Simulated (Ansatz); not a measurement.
## Y₂Si (model structure, started from the Fe2P type, P-62m, No. 189, 9 atoms in the cell): properties by level of theory

```json
[
 {"level (code)": "PBE (Ansatz)", "lattice constant a (Å)": "7.857", "lattice parameter c (Å)": "4.229"},
 {"level (code)": "PBEsol (Ansatz)", "lattice constant a (Å)": "7.772", "lattice parameter c (Å)": "4.162"},
 {"level (code)": "PBE-D3(BJ) (Ansatz)", "lattice constant a (Å)": "7.773", "lattice parameter c (Å)": "4.160"}
]
```

Ansatz's density-functional and Hartree–Fock values are scalar-relativistic unless marked +SOC, with PAW data made under PBE.

Static lattice: no zero-point or thermal effects.

A model structure was made by putting elements into a prototype or built by hand; it is no filed structure, need not be a known phase, and can be a saddle point held by its symmetry.

Ansatz is an electronic-structure program.
